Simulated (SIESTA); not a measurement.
Band structure of WSi₂ (I4/mmm, 3 atoms in the cell).

```yaml
crystal:
  lattice:
    - [-1.61078, 1.61078, 3.92909]
    - [1.61078, -1.61078, 3.92909]
    - [1.61078, 1.61078, -3.92909]
  atoms:
    - { symbol: Si, position: [0.66500, 0.66500, 0.00000] }
    - { symbol: Si, position: [0.33500, 0.33500, 0.00000] }
    - { symbol: W, position: [0.00000, 0.00000, 0.00000] }
```

Method: GGA PBE, numerical atomic orbitals DZP, PseudoDojo PBE standard norm-conserving potentials (rewritten from UPF to PSML) (SIESTA).

Settings: XC.functional = GGA; XC.authors = PBE; potentials = PseudoDojo PBE standard; PAO.BasisSize = DZP; PAO.EnergyShift = 0.01 Ry; MeshCutoff = 350 Ry; kgrid.MonkhorstPack = 10 10 10; OccupationFunction = FD; ElectronicTemperature = 0.136 eV; MaxSCFIterations = 150; SCF.Mixer.Method = Broyden; SCF.Mixer.Weight = 0.25; SCF.Mixer.History = 6; SCF.DM.Tolerance = 1.0E-04.

The starting cell has typed, rounded lattice constants, without a prior relaxation at this level. Its lattice was rescaled by a random factor within 2.5 % of one. Spin-orbit coupling is off. Spin polarisation is off. Values carry the incompleteness of an atom-centred basis.

Levels in eV from the Fermi level, bands 8 to 13:
| point | 8 | 9 | 10 | 11 | 12 | 13 |
|---|---|---|---|---|---|---|
| Γ | -3.35 | -2.84 | -2.84 | 0.56 | 2.78 | 3.17 |
| X | -5.43 | -5.03 | -3.29 | -1.81 | 2.83 | 2.88 |
| Y | -5.15 | -4.04 | -3.15 | -2.36 | 1.99 | 2.11 |
| S | -3.07 | -2.73 | -2.48 | -0.36 | 1.80 | 2.57 |
| Z | -2.60 | -0.71 | -0.71 | -0.55 | -0.55 | 0.74 |
| S1 | -3.07 | -2.73 | -2.48 | -0.36 | 1.80 | 2.57 |
| N | -4.86 | -2.83 | -2.79 | -0.48 | 2.62 | 2.89 |
| P | -6.57 | -3.05 | -2.47 | -2.47 | 0.13 | 2.88 |
| Y1 | -5.15 | -4.04 | -3.15 | -2.36 | 1.99 | 2.11 |

Bands cross the Fermi level along this path, so the cell is metallic at this level.

Higher empty bands are left out: an atom-centred basis made for the valence describes them poorly.
